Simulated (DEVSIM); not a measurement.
Device: abrupt Si p-n junction, at 300 K.

Layer 1 from the left is Si, thickness (μm) 0.220, Na (cm⁻³) 2.1e16, τn (s) 6.1e-7, τp (s) 6.1e-7. Layer 2 from the left is Si, thickness (μm) 250, Nd (cm⁻³) 4.7e14, τn (s) 6.1e-7, τp (s) 6.1e-7.

Left contact: ohmic. Right contact: ohmic. Voltage is applied to the left contact. Recombination: SRH at mid-gap, radiative, Auger. Mobility is constant in doping.

Constants are typed, rounded textbook-type inputs, not results; the design itself was drawn at random and stands for no fabricated device. Values at 300 K.

Si: gap (eV) 1.124, affinity (eV) 4.05, permittivity 11.7, Nc (cm⁻³) 2.86e19, Nv (cm⁻³) 3.1e19, μn (cm²/Vs) 1417, μp (cm²/Vs) 470, B (cm³/s) 4.7e-15, Cn (cm⁶/s) 2.8e-31, Cp (cm⁶/s) 9.9e-32.

DEVSIM, 1D drift-diffusion, Boltzmann statistics, complete ionisation; no tunnelling, impact ionisation, image-force lowering or self-heating.

Task: What does the simulation give for the dark forward voltage at 1 A/cm², the largest field in the device at zero bias?

Result: dark forward voltage at 1 A/cm² 0.743 V; largest field in the device at zero bias 11000 V/cm.
